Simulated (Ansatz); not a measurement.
C_Si+V_O in alpha quartz (the name describes the start): one set of geometries, relaxed with PBE, evaluated in Ansatz (PAW, plane waves to 420 eV, 500 eV under r2SCAN) with PBE, r2SCAN.

Cell and caveats: 72-site cell; 2×2×2 Γ-centred k-points; start: the Si site; O 1.63 Å away; charged states image-corrected; energies good to tenths of an eV; relaxed from one start, so a lower configuration may exist; flagged in the runs: a host whose relaxation on this sampling wasn't shown to rest, a strain field that reaches the edge of the cell.

| quantity | PBE | r2SCAN |
|---|---|---|
| host gap (eV) | 5.68 | 6.32 |
| ε(+1/0) above the VBM (eV) | 2.30 | 2.96 |
| largest moment on one atom at charge +1 (μB) | 0.09 | 0.10 |
| neutral formation energy against graphite, O2 molecule in a box, silicon (eV) | 11.46 | 12.78 |

PBE narrows the gap by 0.64 eV against r2SCAN, the highest level run, and puts the level shown 0.66 eV lower above the valence-band maximum (from the rounded values).

Ansatz is a first-principles code.
